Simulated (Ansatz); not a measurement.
**A 2x2 cell of the 1x1 (111) surface of fcc Pd, relaxed from a rattled start**

Method: PBE (plane waves to 420 eV, PAW; Ansatz, an electronic-structure program).

Slab: 16 atoms, 6.8 Å thick at the start (thin: gaps and levels are the slab's own); k 6x6x1, smearing 0.1 eV, dipole-corrected; 8 atoms held, the rest relaxed; no symmetry held; no spin, no spin-orbit, no U.

| Item | Value |
|---|---|
| work function of the top face | 5.24 eV |
| energy released by relaxation | 0.40 eV |
| energy gained against the symmetric clean supercell | 0.000 eV |
| cost | about 8 core-minutes (a rough figure) |
